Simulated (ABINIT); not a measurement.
Band structure of LiBe (P2_1/m, 4 atoms in the cell).

```xyz
4
Lattice="2.2960 0.0000 0.0000 0.0000 3.6128 0.0000 -0.4017 0.0000 5.5135" Properties=species:S:1:pos:R:3 pbc="T T T"
Li     1.6296     0.9032     0.8538
Li     0.2647     2.7096     4.6597
Be     1.5053     0.9032     3.1767
Be     0.3890     2.7096     2.3368
```

Method: PBEsol, norm-conserving pseudopotentials (PseudoDojo nc-sr-04 PBEsol standard) (plane waves; ABINIT).

Settings: pseudos = [Li.upf, Be.upf]; ecut = 44 Ha; occopt = 7; tsmear = 0.272 eV; ngkpt = 11 7 5; nshiftk = 1; shiftk = 0 0 0; potentials = PseudoDojo nc-sr-04 PBEsol standard; kptopt = 1; nstep = 50; tolvrs1 = 1e-11; ndtset = 2; getden2 = 1.

The starting cell comes from a database of computed structures (which also holds hypothetical and non-ambient phases and stackings), without a prior relaxation at this level.

Levels in eV from the Fermi level, bands 3 to 10:
```tsv
point	3	4	5	6	7	8	9	10
Γ	-45.53	-45.48	-7.51	-3.01	-2.12	-0.72	4.40	5.71
Y	-45.53	-45.48	-7.42	-4.28	-0.51	1.01	2.33	3.42
H	-45.40	-45.38	-2.53	-2.07	0.39	1.17	5.87	6.47
C	-45.40	-45.38	-2.32	-2.27	0.64	0.85	6.10	6.26
E	-45.39	-45.39	-1.56	-1.56	1.96	1.96	2.92	2.92
M1	-45.39	-45.39	-1.59	-1.59	1.98	1.98	2.95	2.95
A	-45.39	-45.39	-1.77	-1.77	2.87	2.87	3.34	3.34
X	-45.40	-45.38	-2.40	-2.40	0.65	1.84	5.42	5.99
H1	-45.40	-45.38	-2.53	-2.07	0.39	1.17	5.87	6.47
```

Bands cross the Fermi level along this path, so the cell is metallic at this level.
